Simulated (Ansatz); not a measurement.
Take InSb in the zinc blende structure (space group F-43m, No. 216; a = 6.556 Å) as the base. Axes: x, y, z lie along the cube axes.

Level of theory: r2SCAN (Ansatz, a program for electronic structure, PAW, no spin-orbit coupling).

Before the change:

| Quantity | Value |
|---|---|
| Pressure | 0.0 GPa |
| Volume per atom | 35.23 Å³ |

Modification: biaxial strain +1.50 %, plane normal [001], relaxed out of plane (Cartesian); in-plane vectors clamped, the third vector and the atoms free.

**Question.** What does the calculation give for the energy relative to the base after the change?

**Answer.** The energy goes up by 2.9 meV/atom.

**Question.** What happens to the pressure?

**Answer.** The pressure (mean of the normal stresses, compression positive) goes from zero to -0.6 GPa.

**Question.** Predict the new volume per atom.

**Answer.** The volume per atom goes up by 0.488 Å³ (35.23 Å³ → 35.71 Å³).

No phonon test of stability was made. All final runs are without spin polarisation. Gaps under 0.05 eV, about the width of the smearing, are given as zero.
